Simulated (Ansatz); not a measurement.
## TaAs: pressure series

Consider TaAs (space group I4_1md, No. 109; a = 3.463 Å, c = 11.735 Å).

Cell and atoms are relaxed at each pressure.

Computed with PBE, PAW, 420 eV (Ansatz, an electronic-structure program; no spin-orbit coupling), earlier PAW set.

Notes on the quantities. enthalpy: H = E + PV relative to the base's energy.

| case | lattice parameter a | enthalpy |
|---|---|---|
| base | 3.463 Å | – |
| pressure −2 GPa | [?] | -0.22 eV/atom |
| pressure −1 GPa | 3.469 Å | -0.11 eV/atom |
| pressure 0.9 GPa | [?] | +0.10 eV/atom |
| pressure 2.1 GPa | 3.452 Å | +0.23 eV/atom |
| pressure 4.5 GPa | [?] | +0.49 eV/atom |
| pressure 9 GPa | 3.419 Å | +0.96 eV/atom |
| pressure 15 GPa | 3.395 Å | +1.58 eV/atom |
| pressure 22.5 GPa | [?] | +2.34 eV/atom |
| pressure 30 GPa | 3.344 Å | +3.07 eV/atom |

### Question
Complete the table.

### Answer

- pressure −2 GPa, lattice parameter a: 3.474 Å
- pressure 0.9 GPa, lattice parameter a: 3.458 Å
- pressure 4.5 GPa, lattice parameter a: 3.440 Å
- pressure 22.5 GPa, lattice parameter a: 3.368 Å

Load acts through the strain it causes; cell and atoms are relaxed under it. Stability against distortions was not tested. Competing high-pressure phases were not computed. The final runs are not spin-polarised.
